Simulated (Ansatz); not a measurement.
Where the default PAW files enter, the runs use the earlier of Ansatz's two default sets.

# Evanescent states of BaZrO₃ (Pm-3m, cubic perovskite, 5 atoms a cell, 14.9 Å³ an atom) along the normal of (001)

These are r2SCAN (plane waves, PAW; Ansatz, a quantum-chemistry and plane-wave program) values and carry that method's errors.

The gap is the functional's own, uncorrected, and κ follows it; spin-orbit coupling is left out. Mid-gap values are interpolated between the computed energies.

Energies count from the valence-band top; κ is the least over a 8×8 mesh across the current.

```csv
E (eV),κ (1/Å),where
0.09,0.141,off Γ
0.27,0.176,Γ
0.45,0.200,Γ
0.63,0.219,Γ
0.81,0.236,Γ
0.99,0.249,Γ
1.17,0.261,Γ
1.35,0.272,Γ
1.53,0.280,Γ
1.71,0.288,Γ
1.89,0.295,Γ
2.07,0.301,Γ
2.25,0.306,Γ
2.43,0.310,Γ
2.61,0.293,Γ
2.79,0.273,Γ
2.97,0.250,Γ
3.15,0.222,Γ
3.33,0.187,Γ
3.51,0.140,Γ
3.69,0.056,Γ
```

**Question.** How thick must the barrier be to attenuate the transmission by 10^8 when the electrodes' Fermi level lies at 1.71 eV, and what attenuation does that film give at 3.15 eV?

**Answer.** d = 8 ln 10 / (2 × 0.288) = 32.0 Å. At 3.15 eV it gives 8 × 0.222/0.288 = 6.2 decades.
